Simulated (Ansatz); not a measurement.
Response to strain in SrTiO3

Start from SrTiO₃ in the cubic perovskite structure (space group Pm-3m, No. 221; a = 3.891 Å).

Strains are applied to the cell and any free atomic positions relax.

The values are results of PBEsol (Ansatz, an electronic-structure program; PAW; 420 eV plane waves; scalar-relativistic without spin-orbit coupling), not measurements.

Notes on the quantities. energy relative to the base: free energy F.

| variant | pressure | energy relative to the base | smallest direct gap | band gap | width of the top valence band |
|---|---|---|---|---|---|
| base | -0.01 GPa | 0 meV/atom | 2.19 eV | 1.85 eV | 1.05 eV |
| isotropic strain −3.00 % | ___ | ___ | ___ | ___ | ___ |
| isotropic strain −2.40 % | 15.89 GPa | +38 meV/atom | 2.26 eV | 1.98 eV | 1.14 eV |
| isotropic strain −1.20 % | 7.29 GPa | +9.2 meV/atom | 2.23 eV | 1.92 eV | 1.08 eV |
| isotropic strain −0.60 % | 3.49 GPa | +2.2 meV/atom | 2.21 eV | 1.88 eV | 1.06 eV |

**Question.** Some entries are withheld; estimate them.

**Answer.** 
- isotropic strain −3.00 %, pressure: 20.74 GPa
- isotropic strain −3.00 %, energy relative to the base: +61 meV/atom
- isotropic strain −3.00 %, smallest direct gap: 2.27 eV
- isotropic strain −3.00 %, band gap: 2.01 eV
- isotropic strain −3.00 %, width of the top valence band: 1.17 eV

Stability against distortions was not tested. All final runs are without spin polarisation. Many cubic perovskites are stable only at high temperature; tilts and polar distortions were not tested.
